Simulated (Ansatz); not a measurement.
**Effect of tensor shear ε_xy = +0.57 % on CdTe**

The reference is CdTe in the zinc blende structure (space group F-43m, No. 216; a = 6.489 Å). Axes: x, y, z lie along the cube axes.

Modification: a pure shear with ε_xy = ε_yx = 0.0057, atoms relaxed at fixed cell.

Calculations: PBEsol (Ansatz, an electronic-structure program; PAW; 420 eV plane waves; no spin-orbit coupling). Γ-centred 9×9×9 mesh, Fermi–Dirac width 0.05 eV.

The volume per atom stays 34.15 Å³ and the space group changes from F-43m (No. 216) to Imm2 (No. 44). The energy hardly moves and the pressure (mean of the normal stresses, compression positive) is still 0.01 GPa. The band gap falls by 0.03 eV (0.65 eV → 0.62 eV) and the gap character stays direct at Γ. The electron mass is still 0.055 mₑ (at Γ) and the valence-band top at Γ (three highest levels, from the VBM) goes from 0.00, 0.00, 0.00 eV to 0.00, -0.03, -0.06 eV. The valley order (the lowest conduction-band minima on the path, energy above the VBM, named in the base's zone) changes from Γ 0.65 eV; L along ⟨111⟩ 1.74 eV to Γ 0.62 eV; L along [1-11] 1.67 eV; L along [11-1] 1.74 eV and the stress (xx, yy, zz, yz, xz, xy; compression positive) is (0.01, 0.01, 0.01, 0.00, 0.00, -0.23) GPa.

Final structure:

```yaml
crystal:
  lattice:
    - [0.01849, 3.24436, 3.24436]
    - [3.24436, 0.01849, 3.24436]
    - [3.26285, 3.26285, 0.00000]
  atoms:
    - { symbol: Cd, position: [0.00115, 0.00115, 0.99885] }
    - { symbol: Te, position: [0.24885, 0.24885, 0.25115] }
```

Cost of the whole job for the changed cell (relaxation, final SCF and bands): roughly 90 core-seconds.

Spin-orbit coupling, missing from the scalar runs, can matter with Te. The cells carry an imposed strain or load. Effective masses come from finite differences of ±0.01 Å⁻¹. Stability against distortions was not tested. k-point labels follow each cell's own Brillouin zone.
